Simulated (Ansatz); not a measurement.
GeS2 (model structure, started from the GeO2 type, P3₂21, No. 154, 9 atoms in the cell) was calculated with PBEsol (PAW; Ansatz, a first-principles code).

Run with plane-wave cutoff 520 eV, 6×6×6 k mesh, Fermi–Dirac smearing 0.01 eV, scalar-relativistic PAW data made under PBE.

Cell (relaxed with PBEsol):

```cif
data_Ge3S6
_chemical_formula_sum 'Ge3 S6'
_space_group_name_H-M_alt 'P3221'
_space_group_IT_number 154
_space_group_name_Hall 'P 32 2"'
_cell_length_a 5.80690
_cell_length_b 5.80690
_cell_length_c 6.95335
_cell_angle_alpha 90.000
_cell_angle_beta 90.000
_cell_angle_gamma 120.000
loop_
_atom_site_label
_atom_site_type_symbol
_atom_site_symmetry_multiplicity
_atom_site_Wyckoff_symbol
_atom_site_fract_x
_atom_site_fract_y
_atom_site_fract_z
_atom_site_occupancy
Ge1 Ge 3 b 0.54677 0.54677 0.50000 1
S1 S 6 c 0.03612 0.67373 0.10578 1
```

Q: Predict the band gap, smallest direct gap on the k points sampled and direct gap at Γ.

A: 
band gap: 1.70 eV (indirect)
smallest direct gap on the k points sampled: 1.82 eV
direct gap at Γ: 2.18 eV

Note: the relaxation could raise the start's symmetry but not lower it, so the cell can be a saddle point.

Spin–orbit coupling is not included.

The computed numbers hold no vibrational or temperature effects.

The result took very roughly 80 core-seconds.

A model structure was made by putting elements into a prototype or built by hand; it is no filed structure, need not be a known phase, and can be a saddle point held by its symmetry.
